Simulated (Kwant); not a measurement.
Model system: wire with one Gaussian impurity in a InAs two-dimensional gas. Effective mass 0.023 mₑ, grid spacing 6.7 nm, hard walls, nominal width 240 nm (35 grid rows, so walls 241.2 nm apart), one parabolic valley, scattering region 600 nm long along x; energies count from the band bottom; Fermi energy swept from 0.00032698 to 0.0069484 eV. Impurity U exp(−r²/2σ²), U = -0.0084 eV, σ = 14 nm, 0 nm off the axis.

The device is made up for the run: typed textbook-type constants, with dimensions and the other settings drawn at random.

Kwant, effective-mass tight-binding model on a square grid, one spin, coherent transport at 0 K. Conductance is in e²/h.

Q: How many channels do the leads carry at E = 2.00, 2.11, 6.06 meV?

A: The hard-wall thresholds are n² ħ²π²/(2mW²) = n² × 0.281 meV with W = 241.2 nm. √(2.00/0.281) = 2.67, so 2. √(2.11/0.281) = 2.74, so 2. √(6.06/0.281) = 4.64, so 4.
